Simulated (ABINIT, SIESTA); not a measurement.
A SIESTA input for a self-consistent single point of YGa (Cmcm, 4 atoms in the cell) (DFT, LDA PW92, numerical atomic orbitals TZP, PseudoDojo LDA standard norm-conserving potentials (rewritten from UPF to PSML)):

```
# files in the folder: Y.psml Ga.psml (PseudoDojo LDA standard)
SystemName  YGa
SystemLabel YGa

NumberOfAtoms                4
NumberOfSpecies              2
%block ChemicalSpeciesLabel
  1 39 Y
  2 31 Ga
%endblock ChemicalSpeciesLabel
LatticeConstant              5.913308 Ang
%block LatticeVectors
     0.370862806   -0.928687631    0.000000000
     0.370862806    0.928687631    0.000000000
     0.000000000    0.000000000    0.695807490
%endblock LatticeVectors
AtomicCoordinatesFormat      Bohr
%block AtomicCoordinatesAndAtomicSpecies
     4.144218524   -7.491210589    5.831492620  1
     4.144218524    7.491210589    1.943830873  1
     4.144218524   -1.540873505    5.831492620  2
     4.144218524    1.540873505    1.943830873  2
%endblock AtomicCoordinatesAndAtomicSpecies

XC.functional                LDA
XC.authors                   PW92
PAO.BasisSize                TZP
PAO.EnergyShift              0.005 Ry
MeshCutoff                   300 Ry
%block kgrid.MonkhorstPack
    6   0   0  0.0
    0   6   0  0.0
    0   0   6  0.0
%endblock kgrid.MonkhorstPack
OccupationFunction           FD
ElectronicTemperature        1160.45 K

MaxSCFIterations             150
SCF.Mixer.Method             Pulay
SCF.Mixer.Weight             0.25
SCF.Mixer.History            8
SCF.DM.Tolerance             1.0E-05
Diag.ParallelOverK           true
WriteForces                  true
```

Translate this input to ABINIT.

One input that does it (others would too):

```
# YGa, PseudoDojo nc-sr-04 LDA standard
pp_dirpath "./"
pseudos "Y.upf, Ga.upf"
acell 5.9133078161 5.9133078161 4.1145240000 Angstrom
rprim
         0.3708628179   -0.9286876602    0.0000000000
         0.3708628179    0.9286876602    0.0000000000
         0.0000000000    0.0000000000    1.0000000000
natom 4
ntypat 2
znucl 39 31
typat 1 1 2 2
xcart
         2.1930260000   -3.9641779258    3.0858930000
         2.1930260000    3.9641779258    1.0286310000
         2.1930260000   -0.8153951437    3.0858930000
         2.1930260000    0.8153951437    1.0286310000
      Angstrom
ecut 80 Ry
occopt 3
tsmear 0.1 eV
nband 31
kptopt 1
ngkpt 6 6 6
nshiftk 1
shiftk 0 0 0
nstep 80
tolvrs 1.0e-10
prtwf 0
prtden 0
prtvol 1
enunit 1
```

Basis, cutoffs, solver keys and any potentials are the target program's own. This input uses DFT, LDA (PW92), plane waves, norm-conserving pseudopotentials (PseudoDojo nc-sr-04 LDA standard). LDA parametrisations can differ slightly between programs.

The starting cell comes from a database of computed structures (which also holds hypothetical and non-ambient phases and stackings), without a prior relaxation at this level. Its lattice was rescaled by a random factor within 2.5 % of one.
